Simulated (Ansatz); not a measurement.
Start from LiNbO3 (space group R3c, No. 161).

```cif
data_Li6Nb6O18
_chemical_formula_sum 'Li6 Nb6 O18'
_space_group_name_H-M_alt 'R3c :H'
_space_group_IT_number 161
_space_group_name_Hall 'R 3 -2"c'
_cell_length_a 5.13676
_cell_length_b 5.13676
_cell_length_c 13.88713
_cell_angle_alpha 90.000
_cell_angle_beta 90.000
_cell_angle_gamma 120.000
loop_
_atom_site_label
_atom_site_type_symbol
_atom_site_symmetry_multiplicity
_atom_site_Wyckoff_symbol
_atom_site_fract_x
_atom_site_fract_y
_atom_site_fract_z
_atom_site_occupancy
Li1 Li 6 a 0.00000 0.00000 0.29792 1
Nb1 Nb 6 a 0.00000 0.00000 0.01590 1
O1 O 18 b 0.04466 0.34357 0.07882 1
```
(The calculation used a cell of 10 atoms; values per cell refer to that cell.)

Computed with r2SCAN (Ansatz, a quantum-chemistry and plane-wave program; PAW; 500 eV plane waves; scalar-relativistic without spin-orbit coupling), earlier PAW set.

Now apply this change: the cell is scaled by 1.0308 in all directions, atoms relaxed at fixed cell.

Problem. How does this affect the largest internal atomic displacement and energy relative to the base?

Solution. The largest internal atomic displacement is 0.102 Å; the energy goes up by 28 meV/atom.

The cells carry an imposed strain or load. No phonon test of stability was made.
